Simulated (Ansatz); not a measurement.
Defect: interstitial C in fcc Al, neutral cell. Computed with PBE, PAW (plane waves to 420 eV; Ansatz, a program for electronic structure).

Settings: 32 host sites, the relaxed PBE lattice, a 3×3×3 k-point mesh shifted by half a step, smearing 0.10 eV, spin-restricted, no image-charge correction. Static, classical nuclei. Sites that were not tried may lie lower.

Barriers: single points on a 5×5×5 k-point mesh shifted by half a step at the bands' geometries (they differ from the bands' own by up to 0.06 eV, and are uncertain by about as much).

Relaxed starting cell (atoms counted from 1):

```
Al32C
1.0
    8.08392     0.00000     0.00000
    0.00000     8.08392     0.00000
    0.00000     0.00000     8.08392
Al C
32 1
Direct
  0.99735   0.99757   0.99831
  0.99751   0.99768   0.50375
  0.99741   0.50315   0.99828
  0.99748   0.50305   0.50379
  0.50296   0.99757   0.99830
  0.50283   0.99769   0.50374
  0.50287   0.50305   0.99840
  0.50283   0.50295   0.50366
  0.99186   0.25043   0.25096
  0.99926   0.25032   0.75108
  0.99935   0.75037   0.25112
  0.99934   0.75027   0.75097
  0.50820   0.25034   0.25095
  0.50096   0.25031   0.75102
  0.50101   0.75030   0.25107
  0.50113   0.75032   0.75106
  0.25022   0.99213   0.25102
  0.25013   0.99941   0.75102
  0.25010   0.50839   0.25102
  0.25022   0.50109   0.75104
  0.75011   0.99950   0.25108
  0.75018   0.99947   0.75100
  0.75018   0.50120   0.25106
  0.75010   0.50131   0.75100
  0.25011   0.25024   0.99269
  0.25008   0.25031   0.50897
  0.25016   0.75035   0.00018
  0.25023   0.75034   0.50180
  0.75010   0.25036   0.00008
  0.75017   0.25032   0.50180
  0.75021   0.75032   0.00034
  0.75015   0.75037   0.50210
  0.25000   0.25024   0.25075
```

End state 1 differs by these moves (Å; atoms that move under 0.08 Å are left out):

| atom | element | Δx | Δy | Δz |
|---|---|---|---|---|
| 4 | Al | -0.08 | 0.08 | 0.08 |
| 9 | Al | -0.03 | -0.11 | -0.12 |
| 19 | Al | 0.11 | 0.03 | -0.11 |
| 26 | Al | 0.12 | -0.11 | 0.04 |
| 33 | C | -1.00 | 1.00 | 1.01 |

### Question
What is the computed forward and backward barriers to end state 1 (PBE, PAW)?

### Answer
forward 0.66 eV, backward 0.24 eV; at the saddle point atom 33 has neighbours 3 Al at 1.96, Al at 2.31 Å. The saddle point's order was not checked, and it lies on a symmetry element of the cell, where a band can be held.
